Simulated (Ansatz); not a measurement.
The parent structure is C (space group Im-3m, No. 229; a = 4.362 Å; a hypothetical phase, not in the database extracts checked). Axes: x, y, z lie along the cube axes.

The change: uniaxial stress, 8 GPa compression along x; all other stress components relax to zero.

Levels (all Ansatz, an electronic-structure program, PAW): PBEsol (420 eV, no spin-orbit coupling); r2SCAN (500 eV, scalar-relativistic without spin-orbit coupling); HSE06 (420 eV, scalar-relativistic without spin-orbit coupling).

At the geometry relaxed with PBEsol, these levels gave the following band gaps, in shuffled order: (a) 3.42 eV, (b) 2.24 eV, (c) 2.31 eV.

Task: Match each gap to its level.

Result: (a) HSE06; (b) PBEsol; (c) r2SCAN.

Single points use the geometry relaxed with PBEsol. The hybrid gap comes from the SCF mesh plus the semilocal run's edge points and a few special points and is an upper bound. Load acts through the strain it causes; cell and atoms are relaxed under it. Stability under load was not tested beyond the relaxation.
